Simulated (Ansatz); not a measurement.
## A computed series for hypothetical zinc blende SbAs: pressure series

Take SbAs in the zinc blende structure (space group F-43m, No. 216; a = 6.538 Å; a hypothetical phase, not in the database extracts checked) as the base.

Cell and atoms are relaxed at each pressure.

Calculations: Ansatz (an electronic-structure program), PBE, PAW, cutoff 420 eV, no SOC.

| P (GPa) | V (Å³/atom) |
|---|---|
| -2.01 | 37.032 |
| -1.01 | 35.911 |
| 1.80 | 33.454 |
| 4.20 | 31.853 |
| 9.00 | 29.474 |
| 18.00 | 26.588 |
| 30.00 | 24.072 |
| 45.00 | 21.958 |
| 60.00 | 20.445 |

Fit a third-order Birch–Murnaghan equation of state.

Least squares on P(V) = (3B₀/2)[(V₀/V)^(7/3) − (V₀/V)^(5/3)]·[1 + (3/4)(B₀′ − 4)((V₀/V)^(2/3) − 1)] gives V₀ = 34.91 Å³/atom, B₀ = 38 GPa and B₀′ = 4.0.

Load acts through the strain it causes; cell and atoms are relaxed under it. Whether these cells are dynamically stable was not tested. Competing high-pressure phases were not computed. The final runs are not spin-polarised.
